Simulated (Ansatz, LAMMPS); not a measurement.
Ge well of 16 atomic layers along [001] in random Si0.2Ge0.8, interfaces sharp. Cell 17.11 × 17.11 × 57.48 Å, Si80Ge640, 720 atoms. Prepared with Tersoff's 1989 multicomponent potential (SiCGe.tersoff) in LAMMPS: minimisation. 

Basis: localised support functions (accuracy medium) on a full density matrix. k-points: zone centre alone; occupations: Fermi-Dirac, 0.010 eV; spin polarisation not allowed. No spin-orbit coupling.

Q: Estimate the gap and bonding that PBE, support functions at accuracy medium on the grid of 370 eV in Ansatz (an electronic-structure program) returns for this input.

A: 
* **electronic character of the cell**: no gap resolved at this smearing
* **coordination (neighbours within 2.975 Å)**: 100.0 % 4-fold
* **Ge-Ge bonds, mean ± spread**: 2.486 ± 0.005 Å
* **Ge-Si bonds, mean ± spread**: 2.440 ± 0.006 Å
* **Si-Si bonds, mean ± spread**: 2.390 ± 0.006 Å
* **bond angles, mean ± spread**: 109.5° ± 0.9°
* **pressure**: 0.36 GPa
